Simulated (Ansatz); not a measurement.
**Bulk modulus B0 of ScB (model structure, started from the rocksalt type, Fm-3m, No. 225, 2 atoms in the cell) at several levels of theory**

No measured value is used here.

```tsv
level (code)	value (GPa)	cell (Å³/atom)
LDA (Ansatz)	119	14.17
PBE (Ansatz)	105	15.04
PBEsol (Ansatz)	112	14.59
r²SCAN (Ansatz)	109	15.12
```

The crystal itself was run without spin with LDA, PBE, PBEsol, r²SCAN; a magnetic state was not tried in these runs. LDA, PBE, PBEsol, r²SCAN: the bulk modulus is −V dP/dV from two relaxed cells at ±2 % in volume. Each level is taken at its own relaxed cell. Cutoffs differ between the levels. Ansatz's density-functional and Hartree–Fock values are scalar-relativistic unless marked +SOC, with PAW data made under PBE.

A model structure was made by putting elements into a prototype or built by hand; it is no filed structure, need not be a known phase, and can be a saddle point held by its symmetry.

Ansatz is a program for electronic structure.
